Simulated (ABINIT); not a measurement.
## What a tighter setting buys: toldfe, LiMg (P-6m2, 2 atoms in the cell)

```
CELL_PARAMETERS angstrom
      3.10850     0.00000     0.00000
     -1.55425     2.69204     0.00000
      0.00000     0.00000     5.02547
ATOMIC_POSITIONS crystal
  Li 0.00000 0.00000 0.00000
  Mg 0.66667 0.33333 0.50000
```

Method of the run: PBEsol, norm-conserving pseudopotentials (PseudoDojo nc-sr-04 PBEsol standard) (plane waves; ABINIT).

Base settings: pseudos = [Li.upf, Mg.upf]; ecut = 1143 eV; occopt = 7; tsmear = 0.00999582 Ha; ngkpt = 12 12 7; nshiftk = 1; shiftk = 0 0 0; potentials = PseudoDojo nc-sr-04 PBEsol standard; nband = 12; kptopt = 1.

Misses are taken against the tightest run, 3.7e-14 Ha, which need not be fully converged itself.

The count of work is k-points × plane waves × bands × iterations; it is no time, and leaves out set-up, grids and terms that scale otherwise. Core times come from one kind of shared machine and are given to one figure; runs under 30 s give none.

The starting cell comes from a database of computed structures (which also holds hypothetical and non-ambient phases and stackings), without a prior relaxation at this level.

The runs (toldfe): 0.0037 Ha | 0.00037 Ha | 3.7e-05 Ha | 3.7e-06 Ha | 3.7e-07 Ha | 3.7e-08 Ha | 1e-09 Ha | 3.7e-10 Ha | 3.7e-12 Ha | 3.7e-14 Ha.

Which is the coarsest setting among those run that, with all tighter ones, holds the pressure within 0.2 GPa of the reference, and what does it save?

3.7e-05 Ha, off by 0.046 GPa; it needs 0.21 of the reference's count of work and about 0.3 of the reference's time.

```csv
toldfe,pressure less reference (GPa),count of work / reference,core time / reference (rough)
0.0037 Ha,-0.60,0.17,0.3
0.00037 Ha,-0.60,0.17,0.3
3.7e-05 Ha,0.05,0.21,0.3
3.7e-06 Ha,0.00,0.25,0.3
3.7e-07 Ha,0.00,0.29,0.3
3.7e-08 Ha,0.00,0.29,0.4
1e-09 Ha,0.00,0.33,0.4
3.7e-10 Ha,0.00,0.33,0.4
3.7e-12 Ha,0.00,0.38,0.5
3.7e-14 Ha,0.00,1.0,1
```
